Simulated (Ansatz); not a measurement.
The reference is HfS₂ in the CdI2 type structure (space group P-3m1, No. 164; a = 3.6057 Å, c = 5.7676 Å; layered, stacked along the Cartesian z axis).

Levels (all Ansatz, a program for electronic structure, PAW): PBE-D3(BJ) (420 eV, without spin-orbit coupling); HSE06+SOC (420 eV, noncollinear with spin-orbit coupling).

The geometry is relaxed with PBE-D3(BJ).

| Property | Result |
|---|---|
| PBE-D3(BJ) lowest conduction level above the VBM at special points | L 0.85 eV; M 1.00 eV; A 1.79 eV; Γ 1.85 eV |

With HSE06+SOC at the same geometry, the lowest conduction level above the VBM at special points changes from L 0.85 eV; M 1.00 eV; A 1.79 eV; Γ 1.85 eV to L 1.63 eV; M 1.77 eV; A 2.68 eV; Γ 2.72 eV; the valence-band top at Γ (three highest Kramers pairs, from the VBM) amounts to 0.00, -0.14, -0.34 eV.

Single points use the geometry relaxed with PBE-D3(BJ). HSE06 gaps are upper bounds (no full band path). The spin-orbit shifts are approximate. With Hf present, leaving out spin-orbit coupling can change the band edges. The levels and masses belong to the bands next to the band gap. Whether these cells are dynamically stable was not tested.
